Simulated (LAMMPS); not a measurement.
MD of SiC (zinc blende) at zero pressure, 1000 atoms, as a liquid; each row is its own run.

Method: classical MD, pair style edip/multi, file SiC.edip, run in LAMMPS.

```
T (K)  volume (Å³/atom)
-----  ----------------
1600             13.026
2030             13.518
2320             13.922
2610             14.237
2900             14.577
3190             14.774
3620             15.233
4060             15.772
4640             16.784
```

### Question
Fit a straight line, y = a + b x, to these rows (x is the first column, y the second) and predict the run at x = 3770.

### Answer
Least squares gives a = 11.131 and b = 0.001174. At x = 3770 the fit predicts 15.557 Å³/atom. The run itself gave 15.45 ± 0.06 Å³/atom, so the fit is 0.71 % high.

Caution: at ambient pressure real SiC sublimes or decomposes before or as it melts, so this liquid is the model's.

Caution: a run this short can hold a crystal over, or a liquid under, the potential's own melting point, which these runs don't give.

Caution (rows 2610; 3620): enthalpy drifts during the constant-pressure average: a transition or slow ageing; fluctuation values are void.
